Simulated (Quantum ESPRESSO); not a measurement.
A self-consistent single point of Ti6PtAu (Pm-3, 8 atoms in the cell) with Quantum ESPRESSO.

Method of the run: LDA (PW92), PseudoDojo standard norm-conserving (LDA) pseudopotentials (plane waves; Quantum ESPRESSO).

The change in words: lattice scaled by 0.98. Reference geometry:
```yaml
crystal:
  lattice:
    - [5.05615, 0.00000, 0.00000]
    - [0.00000, 5.05615, 0.00000]
    - [0.00000, 0.00000, 5.05615]
  atoms:
    - { symbol: Ti, position: [0.00000, 0.50000, 0.75355] }
    - { symbol: Ti, position: [0.00000, 0.50000, 0.24645] }
    - { symbol: Ti, position: [0.75355, 0.00000, 0.50000] }
    - { symbol: Ti, position: [0.24645, 0.00000, 0.50000] }
    - { symbol: Ti, position: [0.50000, 0.75355, 0.00000] }
    - { symbol: Ti, position: [0.50000, 0.24645, 0.00000] }
    - { symbol: Pt, position: [0.00000, 0.00000, 0.00000] }
    - { symbol: Au, position: [0.50000, 0.50000, 0.50000] }
```

Reference input (self-consistent single point, DFT, LDA (PW92), plane waves, PseudoDojo standard norm-conserving (LDA) pseudopotentials): ecutwfc = 85 Ry; occupations = smearing; smearing = gauss; degauss = 0.0099958 Ry; potentials = {Ti: Ti.upf, Pt: Pt.upf, Au: Au.upf}; K_POINTS = automatic 5 5 5 0 0 0; conv_thr = 1e-10 Ry. This run's input differs from it in these lines:

```diff
@@ -10,3 +10,3 @@
  ibrav = 1,
- celldm(1) = 9.554738745,
+ celldm(1) = 9.363643970,
  nat = 8,
```

Log, with long lists cut:

```
     Self-consistent Calculation

     iteration #  1     ecut=    85.00 Ry     beta= 0.70

     total energy              =   -1266.49259764 Ry
     estimated scf accuracy    <       3.50644333 Ry

     iteration #  2     ecut=    85.00 Ry     beta= 0.70

     total energy              =   -1267.66719899 Ry
     estimated scf accuracy    <      12.44766366 Ry

     iteration #  3     ecut=    85.00 Ry     beta= 0.70

     total energy              =   -1268.80512796 Ry
     estimated scf accuracy    <       0.80549329 Ry

   [... 9 blocks of this kind left out ...]

     iteration # 13     ecut=    85.00 Ry     beta= 0.70

     total energy              =   -1268.97345828 Ry
     estimated scf accuracy    <          1.6E-09 Ry

     iteration # 14     ecut=    85.00 Ry     beta= 0.70
     End of self-consistent calculation

     the Fermi energy is    17.1343 ev

!    total energy              =   -1268.97345828 Ry
     estimated scf accuracy    <          2.4E-11 Ry
     smearing contrib. (-TS)   =      -0.00659766 Ry
     internal energy E=F+TS    =   -1268.96686063 Ry

     convergence has been achieved in  14 iterations

     Forces acting on atoms (cartesian axes, Ry/au):

     atom    1 type  1   force =     0.00000000    0.00000000   -0.00041796
     atom    2 type  1   force =     0.00000000    0.00000000    0.00041796
     atom    3 type  1   force =    -0.00041796    0.00000000    0.00000000
     atom    4 type  1   force =     0.00041796    0.00000000    0.00000000
     atom    5 type  1   force =     0.00000000   -0.00041796   -0.00000000
   [... lines left out ...]

     Total force =     0.001024     Total SCF correction =     0.000018

          total   stress  (Ry/bohr**3)                   (kbar)     P=        6.06
   0.00004119   0.00000000   0.00000000            6.06        0.00        0.00
   0.00000000   0.00004119   0.00000000            0.00        6.06        0.00
   0.00000000   0.00000000   0.00004119            0.00        0.00        6.06

   JOB DONE.
```

The run converged in 14 iterations. Against the reference run the free energy drops by 25.9 meV/atom, the pressure goes from -8.83 to 0.61 GPa and the largest force goes from 0.002 to 0.011 eV/Å.

The starting cell comes from a database of computed structures (which also holds hypothetical and non-ambient phases and stackings), without a prior relaxation at this level. For this run, on top of that: lattice scaled by 0.98. Spin polarisation is off.

Cost on one core of a shared machine: roughly 2 min.
